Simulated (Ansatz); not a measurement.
Start from PbTe in the zinc blende structure (space group F-43m, No. 216; a = 7.2844 Å; a hypothetical phase, not in the database extracts checked).

All numbers come from r2SCAN (Ansatz, a quantum-chemistry and plane-wave program), no spin-orbit coupling.

For the base:

| Property | Value |
|---|---|
| Valley order | X along ⟨100⟩ 0.75 eV; a point along ⟨110⟩, about 0.2 Å⁻¹ from Γ 1.68 eV |
| Pressure | 0.00 GPa |
| Smallest direct gap | 1.37 eV |

Now apply this change: the cell is scaled by 0.9639 in all directions; the atoms relax in the strained cell.

### Question
Estimate the effect on the valley order, pressure, energy relative to the base and smallest direct gap.

### Answer
The valley order (the lowest conduction-band minima on the path, energy above the VBM, named in the base's zone) goes from X along ⟨100⟩ 0.75 eV; a point along ⟨110⟩, about 0.2 Å⁻¹ from Γ 1.68 eV to X along ⟨100⟩ 0.45 eV; a point along ⟨110⟩, about 0.2 Å⁻¹ from Γ 1.49 eV; the pressure goes from zero to 3.72 GPa; the energy rises by 53 meV/atom; the smallest direct gap drops by 0.115 eV (1.37 eV → 1.26 eV).

With Pb and Te present, leaving out spin-orbit coupling can change the band edges. No phonon test of stability was made.
